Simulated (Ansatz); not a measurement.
Short convergence ladders for PdIn (Pm-3m, 2 atoms in the cell)

```
CELL_PARAMETERS angstrom
      3.25975     0.00000     0.00000
      0.00000     3.25975     0.00000
      0.00000     0.00000     3.25975
ATOMIC_POSITIONS crystal
  In 0.50000 0.50000 0.50000
  Pd 0.00000 0.00000 0.00000
```

Base method: PBE (plane waves, PAW; Ansatz, a program for electronic structure).

Base settings: basis.ecutwfc = 420 eV; kpoints.mp_grid.grid = 10 10 10; hamiltonian.xc = pbe; hamiltonian.pseudopotentials = {kind: paw} (the program's default PAW files); scf.occupations.method = gaussian; scf.occupations.width = 0.1 eV.

Core times come from one kind of shared machine, to one figure; runs under 30 s give none.

**Zone-centre phonons against the mesh**

In this ladder: phonons.method = dfpt.

Frequencies are those of the unrelaxed cell, without the LO-TO term of polar crystals.

Only quantities that move along the ladder and can be compared are tabulated.

| kpoints.mp_grid.grid | highest zone-centre frequency (cm⁻¹) | core time / last (rough) |
|---|---|---|
| 3 3 3 | 151.9 | – |
| 4 4 4 | 142.9 | – |
| 5 5 5 | 147.9 | – |
| 6 6 6 | 148.4 | – |
| 8 8 8 | 147.8 | – |
| 12 12 12 | 147.3 | – |
| 15 15 15 | 147.8 | 0.3 |
| 18 18 18 | 147.6 | 0.6 |
| 23 23 23 | 147.7 | 1 |

Coarsest kpoints.mp_grid.grid that holds the highest zone-centre frequency within 2 cm⁻¹ of the last step, with all finer ones: 5 5 5; the step before is off by 4.8 cm⁻¹.

**The q mesh of the phonons**

In this ladder: kpoints.mp_grid.grid = 12 12 12; phonons.method = dfpt.

Only quantities that move along the ladder and can be compared are tabulated.

Thermal sums run over frequencies interpolated from this q mesh.

```tsv
phonons.qmesh	zero-point energy (meV/atom)	vibrational free energy at 300 K (meV/atom)	core time / last (rough)
1 1 1	18.99	-56.51	–
2 2 2	20.44	-55.00	0.2
3 3 3	19.89	-58.59	0.4
4 4 4	20.12	-57.09	1
```

Coarsest phonons.qmesh that holds the vibrational free energy at 300 K within 1 meV/atom: not settled: the last two steps still differ by 1.5 meV/atom, over half the tolerance, so the ladder does not show it.

Coarsest phonons.qmesh that holds the zero-point energy within 0.5 meV/atom of the last step, with all finer ones: 2 2 2, at about 0.2 of the last step's time; the step before is off by 1.1 meV/atom.

On the base run: the starting cell has typed, rounded lattice constants, without a prior relaxation at this level. Its lattice was rescaled by up to half a per cent. Spin polarisation is off. In the base run, with a pressure of about 5 GPa the cell is away from its equilibrium volume at this level.

Keys are those of Ansatz 0.2.
